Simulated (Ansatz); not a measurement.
The starting structures come from a database of crystals and need not be the phases stable at ambient conditions.

By PBEsol, the system below comes out a metal.

Given:

```xyz
16
Lattice="5.7115 0.0000 0.0000 0.0000 5.7115 0.0000 0.0000 0.0000 5.7115" Properties=species:S:1:pos:R:3 pbc="T T T"
Na     2.8558     2.8558     2.8558
Na     0.0000     0.0000     0.0000
Pt     1.4279     0.0000     2.8558
Pt     4.2837     0.0000     2.8558
Pt     2.8558     4.2837     0.0000
Pt     2.8558     1.4279     0.0000
Pt     0.0000     2.8558     1.4279
Pt     0.0000     2.8558     4.2837
O      1.4279     4.2837     1.4279
O      4.2837     1.4279     4.2837
O      4.2837     4.2837     4.2837
O      1.4279     1.4279     1.4279
O      4.2837     1.4279     1.4279
O      1.4279     4.2837     4.2837
O      1.4279     1.4279     4.2837
O      4.2837     4.2837     1.4279
```

The cell is taken as given; by PBEsol it stands under a pressure of -3.8 GPa.

The current flows along the normal of the first two printed cell vectors, the (001) plane of the conventional cell. No spin-orbit coupling; the value is a mean over 0.1 eV about the Fermi level.

Question: Predict the ballistic conductance per area from PBEsol (Ansatz, a quantum-chemistry and plane-wave program).

Answer: 0.27 × 10¹⁵ S/m² for both spins.
